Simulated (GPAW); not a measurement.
## Equation of state of hcp Y (space group 194): energy against volume (GPAW, PBE)

```
Y
1.0
    3.58510     0.00000     0.00000
   -1.79255     3.10479     0.00000
    0.00000     0.00000     5.62812
Y
2
Cartesian
  1.79255   1.03493   4.22109
  0.00000   2.06986   1.40703
```

Computed with PBE, GPAW PAW datasets PBE (gpaw-data 1.0.1) (plane waves; GPAW 25.7.0). Settings: mode = pw; ecut = 585 eV; xc = PBE; kpts = 18 18 10; mesh shift (steps) = 0 0 0; occupations.name = fermi-dirac; occupations.width = 0.05 eV; nbands = -6; convergence.density = 1e-05 e/electron; convergence.energy = 1e-05 eV/electron; symmetry.symmorphic = false; symmetry.tolerance = 0.0005; maxiter = 120. The cell above is the first row's. The rows scale it uniformly. In all rows fractional positions and the k mesh are held. E is the free energy at the stated smearing, counted from the lowest row.

```csv
V (Å^3/atom),E (meV/atom)
31.323,9.60
32.004,2.82
32.685,0.00
33.366,0.86
34.047,5.07
34.728,12.38
35.409,22.54
36.090,35.30
36.771,?
```

Question: Using the third-order Birch-Murnaghan form, a cubic in V^(-2/3), estimate the missing E at V = 36.771 from the other rows, showing the fit.

Answer: With u = V^(-2/3) - 0.0959, the rows have u = 0.0047370, 0.0033043, 0.0019215, 0.0005859, -0.0007050, -0.0019536, -0.0031620, -0.0043323. Least squares gives E = 2.353 - 3143.4·u + 1009261·u² - 4777742·u³. Residuals (row less fit): -0.002, 0.007, -0.005, 0.003, -0.002, -0.001, 0.006, -0.002; standard error 0.006 (degrees of freedom: 4). Its minimum lies at u = 0.0015749, so V0 = (0.0974749)^(-3/2) = 32.86. There d²E/du² = 1973000 and d³E/du³ = -2.867e7, so B0 = (4/9) × 32.86^(-7/3) × 1973000 × 0.160218 = 40.6 GPa (the last factor turns the table's units into GPa), and B0' = 4 + (2/3) × 0.0974749 × (-2.867e7)/1973000 = 3.1. The program's pressures in the fitted runs (not shown) pass through zero at V = 32.83, 0.09 % from this V0. At the withheld row, u = -0.0054664, so E = 2.353 - 3143.4 × (-0.0054664) + 1009261 × (-0.0054664)² - 4777742 × (-0.0054664)³ = 50.475 meV/atom. The calculation gives 50.50 meV/atom, 0.025 meV/atom above the prediction (under 0.05 % of the range of E in the table). The row lies outside the fitted rows, so this is an extrapolation. From the scatter of the fitted rows alone, a prediction at this place has a standard error of 0.014 meV/atom, so the miss is 1.8 times that.

Carrying the step between the two nearest rows on in a straight line would have given 48.06, off by 2.44; series whose last step already gives the withheld value aren't shown. The scan was laid around a cell of about the measured size, scaled by a guess for this functional; axis ratios and inner coordinates come from that cell. The runs keep the symmetry of the cell, so they don't test it for distortions. The shape of the cell and the inner coordinates aren't relaxed, so V0 and B0 belong to this uniform scaling; a relaxed crystal lies no higher in energy and is usually softer. Cutoffs and mesh are single choices, not tested for convergence of this quantity. Series with a scatter that would blur these digits, or in which a gap closes, are not shown. Nor are scans whose minimum lies at an end fitted in this form.
